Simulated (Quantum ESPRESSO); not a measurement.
## A worked fit of the energy against the cutoff, with one run withheld: TaN (Fm-3m, 2 atoms in the cell)

```
TaN
1.0
   -2.23454     0.00000     2.23454
    0.00000     2.23454     2.23454
   -2.23454     2.23454     0.00000
Ta N
1 1
Cartesian
 -2.23454   2.23454   2.23454
  0.00000   0.00000   0.00000
```

Level of theory: PBE, GBRV 1.5 ultrasoft (PBE) pseudopotentials (plane waves; Quantum ESPRESSO).

Base settings: ecutwfc = 40 Ry; ecutrho = 320 Ry; occupations = smearing; smearing = gauss; degauss = 0.0073499 Ry; potentials = {Ta: ta_pbe_v1.uspp.F.UPF, N: n_pbe_v1.2.uspp.F.UPF}; K_POINTS = automatic 9 9 9 0 0 0; conv_thr = 1e-10 Ry; mixing_beta = 0.5.

The last step of the ladder, which sets the zero, is ecutwfc = 80 Ry.

The starting cell comes from a database of computed structures (which also holds hypothetical and non-ambient phases and stackings), without a prior relaxation at this level. Its lattice was rescaled by a random factor within 2.5 % of one. Spin polarisation is off.

An empirical form for the window shown: the miss falls exponentially with the largest wave vector, which goes as √cutoff: ln(ΔF) = a + b·√cutoff.

```
ecutwfc  √cutoff (√Ry)  F less the last step's (meV/atom)  ln of it
-------  -------------  ---------------------------------  --------
32 Ry            5.657                              82.88     4.417
36 Ry            6.000                                  ?         ?
40 Ry            6.325                              27.08     3.299
46 Ry            6.782                              10.52     2.353
52 Ry            7.211                               4.95     1.599
```

Q: Fit the line to the 4 rows given and predict the withheld one.

A: Means: x̄ = 6.4938, ȳ = 2.9170. Σ(x − x̄)(y − ȳ) = -2.427 and Σ(x − x̄)² = 1.326, so b = -1.830 and a = ȳ − b·x̄ = 14.801; ΔF halves for each 0.38 in √cutoff. The largest residual of the fitted rows is 0.073. At x = 6.000 the line gives 3.821, that is 45.6 meV/atom. The run gave 47.46 meV/atom, a miss of 1.86 meV/atom (4 %). The table is a window of a longer ladder. The rows were chosen because the form fits them, the withheld one included, so this shows the method and is no test of the form.

Left out of this page: 6 runs of the series outside the window shown, repeating another row's setting, or not comparable.
